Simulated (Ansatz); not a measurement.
Take BeTe in the zinc blende structure (space group F-43m, No. 216; a = 5.664 Å) as the base.

Method: Ansatz (an electronic-structure program), PBE, PAW, cutoff 420 eV, no spin-orbit coupling.

Before the change:

The electron mass is 1.9 mₑ along k, 0.26 mₑ across (at X). The width of the top valence band comes out as 3.12 eV, the band gap is 2.03 eV and the lattice parameter a is 5.664 Å.

One thing is altered: cell and atoms relaxed at a pressure of 30 GPa.

Problem. How does this affect the electron mass, width of the top valence band, band gap and lattice parameter a?

Solution. The electron mass goes from 1.9 mₑ along k, 0.26 mₑ across (at X) to 1.1 mₑ along k, 0.22 mₑ across (at X); the width of the top valence band rises by 1.68 eV (3.12 eV → 4.80 eV); the band gap shrinks by 0.87 eV, from 2.03 eV to 1.16 eV; the lattice parameter a shrinks by 0.5314 Å to 5.132 Å.

Spin-orbit coupling, missing from the scalar runs, can matter with Te. Load acts through the strain it causes; cell and atoms are relaxed under it. Masses are band curvatures over ±0.01 Å⁻¹ around the edge. Along k means along the line from Γ to the band edge. Stability against distortions was not tested. No other phases were tried under pressure.
